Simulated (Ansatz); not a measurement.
**CsPbBr3: band gap against strain**

CsPbBr3 (cubic perovskite, Pm-3m, 40.495 Å³/atom at rest) under an equal strain ε in the (111) plane with the normal axis free, as in a coherent film. PBEsol in Ansatz, a plane-wave DFT program (PAW, default set), 420 eV, 6×6×6 Γ-centred mesh, Fermi-Dirac smearing 0.05 eV; ions are relaxed within the symmetry of each cell. Gaps are the smallest over the k-mesh and a band path, without spin-orbit coupling; in all rows the valence edge lies at about 0.9 Å⁻¹ from Γ and the conduction edge at about 0.9 Å⁻¹ from Γ.

Here s stands for strain and Eg for gap.

```
strain (%)  gap (eV)
----------  --------
-2.50              ?
-1.50           1.36
-1.00           1.38
-0.50           1.41
0.00            1.43
```

Fit Eg of the 4 rows that show it with a straight line. Means: s -0.75000, Eg 1.395. About the means, the sum of products is 0.060000 and the sum of squares of s is 1.2500; the slope is their ratio. Least squares gives Eg = 1.431 + 0.0480·s. Residuals (row less fit): 0.001, -0.003, 0.003, -0.001; standard error 0.003 (degrees of freedom: 2). Over these rows the gap moves by 4.8 ± 0.3 eV per unit strain.

### Question
What does the fit predict for Eg at s = -2.50, and how far is the calculated value from it?

### Answer
Eg = 1.431 + 0.0480 × (-2.5) = 1.311 eV. The calculation gives 1.31 eV, which the fit meets to the printed digits. The row lies outside the fitted rows, so this is an extrapolation. The fitted rows scatter only by rounding.

The primitive cell can neither tilt nor turn polar against its symmetry, as such crystals can under strain. CsPbBr3 is here the ideal cubic form; the compound distorts at low or room temperature. Spin-orbit coupling is left out, which can shift this property for CsPbBr3. Rows are the converged runs of the series near zero and its far end; series whose fitted rows scatter by over a few per cent of the range, as at a crossing or softening among them, aren't shown in this form. Most that stay on the fit to the last digits aren't either.
